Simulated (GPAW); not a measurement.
**σyy against uniaxial strain in fcc Pd (space group 225): C12 (GPAW, LDA)**

```xyz
1
Lattice="0.0000 1.9201 1.9201 1.8913 0.0000 1.9201 1.8913 1.9201 0.0000" Properties=species:S:1:pos:R:3 pbc="T T T"
Pd     0.0000     0.0000     0.0000
```

Level of theory: LDA (Perdew-Wang 92), GPAW PAW datasets LDA (gpaw-data 1.0.1) (plane waves; GPAW). Settings: mode = pw; ecut = 585 eV; xc = LDA; kpts = 38 38 38; mesh shift (steps) = 0 0 0; occupations.name = fermi-dirac; occupations.width = 0.05 eV; nbands = -7; convergence.density = 1e-06 e/electron; convergence.energy = 1e-06 eV/electron; symmetry.symmorphic = false; symmetry.tolerance = 0.0005; maxiter = 150. The cell above is the first row's. The rows stretch one cube axis (x) by the strain ε and hold the other two. Stress is positive in tension. In all rows the k mesh is held.

```csv
ε (%),σyy (GPa)
-1.5,?
-1.0,-2.17
-0.5,-1.08
0.0,-0.04
0.5,0.96
1.0,1.93
1.5,2.86
2.0,3.75
```

Problem. Using a parabola, estimate the missing σyy at ε = -1.5 from the other rows, showing the fit.

Solution. Least squares gives σyy = -0.041 + 2.0488·ε - 0.0767·ε². Residuals (row less fit): -0.003, 0.005, 0.001, -0.004, -0.001, 0.000, 0.000; standard error 0.004 (degrees of freedom: 4). The slope at ε = 0, 2.0488 GPa per cent, gives C12 ≈ 100 × 2.0488 = 205 GPa, for the static lattice. At the withheld row, σyy = -0.041 + 2.0488 × (-1.5) - 0.0767 × (-1.5)² = -3.287 GPa. The calculation gives -3.29 GPa, which the fit meets to the printed digits. The row lies outside the fitted rows, so this is an extrapolation. From the scatter of the fitted rows alone, a prediction at this place has a standard error of 0.007 GPa, so the miss is 0.4 times that.

Carrying the step between the two nearest rows on in a straight line would have given -3.26, off by 0.03; series whose last step already gives the withheld value aren't shown. The reference cell has the volume at which an earlier scan in this program and functional put its minimum by a fit. The unstrained cell stands at a pressure of 0.04 GPa, and the constants belong to that pressure. Spin polarisation is off. Without a gap such slopes are sensitive to mesh and smearing. Cutoffs and mesh are single choices, not tested for convergence of this quantity. Series with a scatter that would blur these digits, or in which a gap closes, are not shown. Strain series were run only where this level's volume lies within 10 % of a first guess from the measured size.
